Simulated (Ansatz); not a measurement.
Abridged Ansatz (a program for electronic structure) output:

```
Relaxation: its limit of steps is 50 (relax.max_steps)
Pseudopotential: Ta, paw, valence charge 13
Crystal: 1 atoms, lattice volume = 16.706 Å³
Basis set: ecut = 420 eV, 321 PW (Γ), exchange–correlation on 40×40×40 points (8 copies of the dense FFT grid, shifted against one another)
Bands: 11, of which v1, the nominal top of the filled ones, is band 7 counted from 1 (6 counted from 0)
Symmetry: 48 space group operations
k-points: 624 of 21952
Functional: x = pbe(κ = 0.804, μ = 0.2195149727645171), c = pbe(β = 0.06672455060314922)
SCF iter   1: F=—  HF=-9932.175351 eV  |F-HF|=—  |Δ(HF+E_count)|=         —  Δρ=2.49e-3  dr2=4.41e-4  ethr=1.77e-3  ⟨swp⟩=5.2  Hψ=38588  notcnv=0
SCF iter   2: F=—  HF=-9932.175007 eV  |F-HF|=—  |Δ(HF+E_count)|=   3.45e-4  Δρ=1.02e-3  dr2=4.21e-5  ethr=3.39e-6  ⟨swp⟩=2.4  Hψ=15303  notcnv=0
SCF 1 converged in 6 iterations: F = -9932.175057 eV  dr2 = 2.75e-11
relax step   1: F+E_penalty+E_count = -9932.17505697 eV  Δ(F+E_penalty+E_count) = +0.000e0 eV  max|allowed force component| = 0.000e0 eV/Å  Δτ_max = 0.0000 Å  (6 SCF iters, accepted)
SCF converged after 6 iterations
Free energy (F): -9932.175057 eV
Internal energy: -9932.135061 eV  (E = F + TS)
E sigma→0 (E₀):  -9932.155059 eV
Entropy (-TS):   -0.039996 eV (-39.996 meV/atom)
Fermi energy:    20.297989 eV
--- Forces (eV/Å), atoms counted from 1 ---
  atom   1  Ta    -0.00000000    -0.00000000    -0.00000000
--- Stress (GPa, compression-positive) ---
       21.020216       0.000000       0.000000
        0.000000      21.020216       0.000000
       -0.000000      -0.000000      21.020216
  P = ⅓ Tr σ = 21.0202 GPa (210.202 kbar)
--- Relaxed structure (1 steps of the walk, 1 accepted, 0 SCFs on fresh bases) ---
  atoms:
    - { symbol: Ta, position: [0.0, 0.0, 0.0] }
```

Task: What was computed, and what are the main results?

Result: Ta, 1 atom in the cell, with PBE in Ansatz (plane waves to 420 eV, PAW, spin-orbit coupling left out). The last SCF converged to F = -9932.175057 eV, or -9932.1751 eV per atom, at a pressure of 21.02 GPa. The total energy compares only with runs of the same code, potentials and settings.

The cells carry an imposed strain or load. Whether these cells are dynamically stable was not tested. All final runs are without spin polarisation. The cell was made from Ta in the bcc (W type) structure (space group Im-3m, No. 229) by this change: isotropic strain −3.00 %.

Keys are those of Ansatz 0.2.
